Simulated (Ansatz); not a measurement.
Band structure of GaN (F-43m, 2 atoms in the cell).

```xyz
2
Lattice="0.0000 2.3020 2.3020 2.3020 0.0000 2.3020 2.3020 2.3020 0.0000" Properties=species:S:1:pos:R:3 pbc="T T T"
Ga     0.0000     0.0000     0.0000
N      3.4529     3.4529     3.4529
```

Level of theory: PBE, PAW files (plane waves; Ansatz, a quantum-chemistry and plane-wave program).

Settings: kpoints.mp_grid.grid = 6 6 6; hamiltonian.xc = pbe; hamiltonian.pseudopotentials = {kind: paw} (the program's default PAW files); scf.occupations.method = fixed; kpoints.band_path.npoints = 8.

The starting cell comes from a database of computed structures (which also holds hypothetical and non-ambient phases and stackings), without a prior relaxation at this level. Its lattice was rescaled by a random factor within 2.5 % of one.

**Question.** Predict the gap along the standard path and the places of the band edges.

**Answer.** The gap along the path is 1.31 eV, direct at Γ to within 0.01 eV.

Levels in eV from the top of the valence band on the path, bands 6 to 12:
```tsv
point	6	7	8	9	10	11	12
Γ	-13.19	0.00	0.00	0.00	1.31	9.91	9.91
X	-11.47	-5.87	-2.49	-2.49	3.33	6.28	11.27
W	-11.25	-5.47	-3.42	-3.33	6.09	7.76	9.77
K	-11.35	-5.62	-3.92	-2.00	4.88	7.35	10.64
L	-11.91	-6.63	-0.89	-0.89	4.20	8.40	10.03
U	-11.35	-5.62	-3.92	-2.00	4.88	7.35	10.64
```

Keys are those of Ansatz 0.2.
